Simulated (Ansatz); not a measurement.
The structure below was relaxed with Ansatz (an electronic-structure program), PBEsol, PAW, cutoff 420 eV, scalar-relativistic without spin-orbit coupling, earlier PAW set.

```
CELL_PARAMETERS angstrom
      0.00000     2.72836     2.72836
      2.72836     0.00000     2.72836
      2.72836     2.72836     0.00000
ATOMIC_POSITIONS crystal
  Bi 0.25000 0.25000 0.25000
  B  0.00000 0.00000 0.00000
```

**Question.** Find the space group and the Wyckoff positions.

**Answer.** Space group F-43m (No. 216); a = b = c = 5.457 Å, α = β = γ = 90.00°

```
atom  site  symmetry       x       y       z
----  ----  --------  ------  ------  ------
Bi      4d      -43m  0.7500  0.7500  0.7500
B       4a      -43m  0.0000  0.0000  0.0000
```

**Question.** Describe the coordination.

**Answer.** The crystal has 8 atoms in its conventional cell. Cell: a = b = c = 5.457 Å, α = β = γ = 90.00°. Bi sees 4 B at 2.363 Å (tetrahedral). B is coordinated by 4 Bi at 2.363 Å (tetrahedral). (Neighbours: up to the widest gap in distance over summed covalent radii, below 1.35, at either atom; cation-cation and far metal-metal contacts left out.)

Spin-orbit coupling, missing from the scalar runs, can matter with Bi. Whether these cells are dynamically stable was not tested. The cell was made from BP by this change: P → Bi; the result is a hypothetical phase, not in the database extracts checked.
